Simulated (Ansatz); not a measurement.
The starting structures come from a database of crystals and need not be the phases stable at ambient conditions.

The decay constant κ of evanescent states in the gap governs leakage through a thin film.

Input:

```
CELL_PARAMETERS angstrom
      4.42329     0.00000     0.00000
      0.00000    10.47107     0.00000
      0.00000     0.00000     8.63464
ATOMIC_POSITIONS crystal
  Pb 0.25000 0.15488 0.16836
  Pb 0.75000 0.84512 0.83164
  Pb 0.75000 0.65488 0.33164
  Pb 0.25000 0.34512 0.66836
  I  0.75000 0.33056 0.99851
  I  0.25000 0.66944 0.00149
  I  0.25000 0.83056 0.50149
  I  0.75000 0.16944 0.49851
  Br 0.25000 0.44573 0.34155
  Br 0.75000 0.55427 0.65845
  Br 0.75000 0.94573 0.15845
  Br 0.25000 0.05427 0.84155
```

Space group of this cell: Pnma. The cell was relaxed by PBE-D3(BJ); by r2SCAN its mean pressure is 0.9 GPa.

Transport runs along the normal of the first two printed cell vectors.

The gap is the functional's own. No spin-orbit coupling. Mid-gap values are interpolated on the energy grid.

Problem. State the band gap and the smallest decay constant κ at mid-gap according to r2SCAN (Ansatz, a quantum-chemistry and plane-wave program).

Solution. Gap 2.88 eV on a 8×4×4 mesh; κ = 0.233 1/Å, at (0.250, 0.000) of the in-plane reciprocal vectors. At the zone centre, at the nearest computed energy, the slowest state has κ = 0.32 1/Å.
